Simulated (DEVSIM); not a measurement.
System: Schottky contact on n-type GaP, at 300 K.

Layer 1 from the left is GaP, thickness (μm) 9.90, Nd (cm⁻³) 1.6e16, τn (s) 4.6e-7, τp (s) 4.6e-7. Layer 2 from the left is GaP, thickness (μm) 0.840, Nd (cm⁻³) 1.6e18, τn (s) 4.6e-7, τp (s) 4.6e-7.

Left contact: Schottky, work function 4.61 eV, emission velocity 2.2e6 cm/s. Right contact: ohmic. Voltage is applied to the left contact. Recombination: SRH at mid-gap, Auger. Mobility is μmin + (μ − μmin)/(1 + (N/Nref)^α).

Constants are typed, rounded textbook-type inputs, not results; the design itself was drawn at random and stands for no fabricated device. Values at 300 K.

GaP: gap (eV) 2.26, affinity (eV) 3.8, permittivity 11.1, Nc (cm⁻³) 1.8e19, Nv (cm⁻³) 1.9e19, μn (cm²/Vs) 250, μp (cm²/Vs) 150, μn,min 10, μp,min 10, Nref,n 4.4e18, Nref,p 1e18, αn 0.8, αp 0.85, Cn (cm⁶/s) 1e-30, Cp (cm⁶/s) 1e-30.

DEVSIM, 1D drift-diffusion, Boltzmann statistics, complete ionisation; no tunnelling, impact ionisation, image-force lowering or self-heating. Metal contacts follow the ideal Schottky-Mott rule: no Fermi-level pinning, no interface dipoles.

Dark forward current:

```csv
|V| (V),|J| (A/cm²)
0.05,7.925e-7
0.10,6.229e-6
0.15,4.350e-5
0.20,0.0002986
0.25,0.002041
0.30,0.01389
0.35,0.09372
0.40,0.6115
0.45,3.439
0.50,12.91
0.55,30.30
0.60,52.77
0.65,78.05
0.70,105.0
0.75,133.0
0.80,161.7
0.85,190.9
0.90,220.5
0.95,250.4
1.00,280.6
1.05,310.9
1.10,341.4
1.15,372.1
1.20,402.8
1.25,433.7
1.30,464.6
```

Task: Work out the local ideality factor n = ΔV / (kT/q · ln(J2/J1)) between the rows 0.15 and 0.20 V, 1.25 and 1.30 V.

Result: kT/q = 25.85 mV. From 0.15 to 0.20 V: ln(0.0002986/4.350e-5) = 1.926, n = 1.00, near the 1 of diffusion or emission over a barrier. From 1.25 to 1.30 V: ln(464.6/433.7) = 0.069, n = 28.10; the layers' resistance at their doping, Σ W/(qμN) = 0.0016 Ω cm², would take 48 mV of this step of 50 mV.

Task: Estimate the current at 0.25 V for emission alone, J0 = q v N_band exp(−φB/kT), and read the barrier back from the simulated current.

Result: φB = 0.810 eV, N_band = 1.80e19 cm⁻³, J0 = 1.56e-7 A/cm²; J = J0 (exp(qV/kT) − 1) = 0.00248 A/cm². The simulation gives 0.00204 A/cm²; the estimate lies 21 % above. Read backwards, the simulated current gives an apparent barrier of 0.815 eV. The estimate leaves out transport through the depletion region and minority injection.
